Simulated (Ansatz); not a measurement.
Base system: CuI in the zinc blende structure (space group F-43m, No. 216; a = 5.862 Å).

The values are results of LDA, PAW, 420 eV (Ansatz, a program for electronic structure; no spin-orbit coupling), not measurements.

One change was made to it. Results:

| quantity | base | after |
|---|---|---|
| gap character | direct at Γ | indirect, Γ → X |
| density | 6.28 g/cm³ | 8.21 g/cm³ |

Problem. Name the change that was made.
A. pressure 2.1 GPa
B. pressure 30 GPa
C. pressure −1 GPa

Solution. B, pressure 30 GPa. For comparison, the gap character in the other runs: pressure −1 GPa gives direct at Γ; pressure 2.1 GPa gives direct at Γ.

With I present, leaving out spin-orbit coupling can change the band edges. Load acts through the strain it causes; cell and atoms are relaxed under it. Stability against distortions was not tested. Tetrahedral semiconductors of this kind turn to denser phases somewhere between about 1 and 50 GPa; those were not computed, so compressed cells here can lie past the real transition. All final runs are without spin polarisation.
